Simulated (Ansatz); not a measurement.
## ZrGe2: tensor shear ε_xy = +1.14 %

Start from ZrGe2 (space group Cmcm, No. 63; a = 3.795 Å, b = 14.917 Å, c = 3.764 Å). Axes: x, y, z lie along a, b, c of the conventional cell.

Perturbation: tensor shear ε_xy = +1.14 % (engineering shear γ = 0.0228); the atoms relax in the strained cell.

Calculations: Ansatz (a program for electronic structure), PBEsol, PAW, cutoff 420 eV, no spin-orbit coupling. Γ-centred 13×13×12 mesh, Fermi–Dirac width 0.05 eV.

- Volume per atom: 17.76 Å³ (base 17.76 Å³)
- Shortest interatomic distance: 2.589 Å (base 2.588 Å)
- Energy relative to the base (free energy F): +2.4 meV/atom
- Pressure (mean of the normal stresses, compression positive): 0.1 GPa (base 0.0 GPa)
- Band gap: zero (base zero)
- Largest internal atomic displacement: 0.010 Å
- Stress (xx, yy, zz, yz, xz, xy; compression positive): (0.1, 0.1, 0.0, 0.0, 0.0, -1.9) GPa (rough)

Final structure:

```
ZrGe2
1.0
    1.81260    -7.43678     0.00000
    1.98265     7.48005     0.00000
    0.00000     0.00000     3.76411
Zr Ge
2 4
Cartesian
  1.96550   5.92161   2.82308
  1.82975  -5.87835   0.94103
  1.91806   0.91013   2.82308
  1.87719  -0.86687   0.94103
  1.93697   3.74766   0.94103
  1.85829  -3.70439   2.82308
```

Without a gap, meshes like the base's 13×13×12 leave anisotropic stresses uncertain by several tenths of a GPa, and small strain energies with them. Stability against distortions was not tested. The final runs are not spin-polarised.
